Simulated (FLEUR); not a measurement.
Input and output of a self-consistent single point for YScO₂ (R-3m, 4 atoms in the cell) (FLEUR).

Computed with LDA (Perdew-Zunger), all-electron FLAPW (FLEUR), scalar-relativistic valence.

```xyz
4
Lattice="1.7933 1.0353 6.1318 -1.7933 1.0353 6.1318 0.0000 -2.0707 6.1318" Properties=species:S:1:pos:R:3 pbc="T T T"
Y      0.0000     0.0000     9.1977
Sc     0.0000     0.0000     0.0000
O      0.0000     0.0000     2.0231
O      0.0000     0.0000    16.3723
```

Reference input (self-consistent single point, DFT, PBEsol, all-electron FLAPW (FLEUR), scalar-relativistic valence): Kmax = 4.6 1/bohr; GmaxXC = 18.4 1/bohr; xcFunctional = PBEs; jspins = 1; l_soc = F; mode = hist; fermiSmearingEnergy = 0.00367493 Htr; mesh (inpgen div1-3) = 9 9 9; inpgen gamma flag = false; Gmax = 18.4 1/bohr; numbands = 0; maxIterBroyd = 99. This run's input differs from it in these lines:

```diff
@@ -16,3 +16,3 @@
 &comp jspins=1 /
-&exco xctyp='PBEs' /
+&exco xctyp='pz' /
 &kpt div1=9 div2=9 div3=9 /
@@ -29,3 +29,3 @@
       <coreElectrons ctail="T" frcor="F" kcrel="0" coretail_lmax="0"/>
-      <xcFunctional name="PBEs" relativisticCorrections="F"/>
+      <xcFunctional name="pz" relativisticCorrections="F"/>
       <magnetism jspins="1"/>
```

Output (repeated stretches shortened):

```
 Iteration:     1   Distance:      20.93006871 me/bohr^3
 Iteration:     2   Distance:      17.52375685 me/bohr^3
 Iteration:     3   Distance:       7.27869468 me/bohr^3
 Iteration:     4   Distance:      10.16356101 me/bohr^3
 Iteration:     5   Distance:       3.63697583 me/bohr^3
   [... 10 lines left out ...]
 Iteration:    16   Distance:       0.00009270 me/bohr^3
 Iteration:    17   Distance:       0.00004001 me/bohr^3
 Iteration:    18   Distance:       0.00001371 me/bohr^3
 Iteration:    19   Distance:       0.00000326 me/bohr^3
 Reset of history
 Run finished successfully
 Stop message:
   Structural relaxation: new displacements generated

[file out, last iteration]
             iter=     20
[...]
          total density-effective poten   -6.9178472816E+03
          total charge density-energy d   -1.5938764710E+02
 Updated energy parameters for spin:           1
[...]
 fermi energy and band-weighting factors:
    0.503296    0.565973    0.581975

[...]
FERMIE:
          first approx. to ef    (T=0)  :   0.343219 htr   (energy of the highest occ. eigenvalue)
          number of occ. states  (T=0)  :       1445
          first approx. to seigv (T=0)  : -11.510845 htr
          sum of weights of occ. states :  17.000000
          sum of semicore charge        :   0.000000 e
FERHIS:  Fermi-Energy by histogram:
          bandgap                     :   0.000920 htr
   [... lines left out ...]
          charge neutrality (T=0)     :   0.000000    (zero if the highest occ. eigenvalue is "entirely" occupied)
     EF_NEWTON:  Adjust Fermi-Energy by Newton-Method.
 Direct bandgap for spin            1 :    1.0208199077836433E-002  Htr
 ---->    free energy=                     -4294.3244550810 htr
   [... lines left out ...]
 TOTAL FORCE FOR ATOM TYPE=  1  X=  0.000   Y=  0.000   Z= 17.381
                       FX_TOT= 0.000000 FY_TOT= 0.000000 FZ_TOT= 0.000000
 TOTAL FORCE FOR ATOM TYPE=  2  X=  0.000   Y=  0.000   Z=  0.000
                       FX_TOT= 0.000000 FY_TOT= 0.000000 FZ_TOT= 0.000000
 TOTAL FORCE FOR ATOM TYPE=  3  X=  0.000   Y=  0.000   Z=  3.823
                       FX_TOT= 0.000000 FY_TOT= 0.000000 FZ_TOT=-0.000548
```

The run converged in 19 iterations. FLEUR gives forces in its relaxation mode, with a further iteration, so its stop message speaks of a relaxation. Against the reference run the largest force goes from 0.000 to 0.028 eV/Å.

The starting cell comes from a database of computed structures (which also holds hypothetical and non-ambient phases and stackings), without a prior relaxation at this level. Values depend on the basis (sphere radii, cutoffs, local orbitals), which need not be converged. The log's line on a gap gives a spacing of levels on this mesh, which the program prints for metals too.

Cost on one core of a shared machine: roughly 6 min.
